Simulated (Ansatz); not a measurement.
Consider the formation energy of Nb3Sn (A15 (Cr3Si type), Pm-3n) from the elements. Reaction: Sn (white tin) + 3 Nb (bcc) → Nb3Sn (A15 (Cr3Si type)). Negative: the products are lower in energy. The value is per atom of the solid.

Nb3Sn (A15 (Cr3Si type), Pm-3n), 8 atoms in the cell; spin state with PBE: run without spin, k-point mesh 10×10×10 on the run's own vectors.
```yaml
crystal:
  lattice:
    - [5.32034, 0.00000, 0.00000]
    - [0.00000, 5.32034, 0.00000]
    - [0.00000, 0.00000, 5.32034]
  atoms:
    - { symbol: Nb, position: [0.25000, 0.00000, 0.50000] }
    - { symbol: Nb, position: [0.75000, 0.00000, 0.50000] }
    - { symbol: Nb, position: [0.50000, 0.75000, 0.00000] }
    - { symbol: Nb, position: [0.50000, 0.25000, 0.00000] }
    - { symbol: Nb, position: [0.00000, 0.50000, 0.75000] }
    - { symbol: Nb, position: [0.00000, 0.50000, 0.25000] }
    - { symbol: Sn, position: [0.00000, 0.00000, 0.00000] }
    - { symbol: Sn, position: [0.50000, 0.50000, 0.50000] }
```

Sn (white tin, I4₁/amd), 2 atoms in the cell, k-point mesh 22×22×22 on the run's own vectors. Conventional cell: a = b = 5.9457 Å, c = 3.2170 Å, α = β = γ = 90.00°.

Nb (bcc, Im-3m), 1 atom in the cell; spin state with PBE: run without spin, k-point mesh 26×26×26 on the run's own vectors. Conventional cell: a = 3.3115 Å, b = 3.3115 Å, c = 3.3115 Å, α = 90.00°, β = 90.00°, γ = 90.00°.

All numbers come from Ansatz (a program for electronic structure), plane waves with PAW, its default PAW set, cutoff 420 eV. The structures are at rest with PBE. Neutral cells; Fermi-Dirac smearing of at most 0.10 eV in the solids, energies taken to zero width. A dispersion term (D3(BJ), or D4 for r2SCAN) was computed beside these levels and is taken off wherever the name lacks it. No zero-point or thermal terms. The structures are the rest points that the relaxations reached, not proven lowest. The runs are scalar-relativistic, without spin-orbit coupling.

Task: What is the computed value (PBE)?

Result: -0.19 eV/atom, for Sn (white tin) + 3 Nb (bcc) → Nb3Sn (A15 (Cr3Si type)).
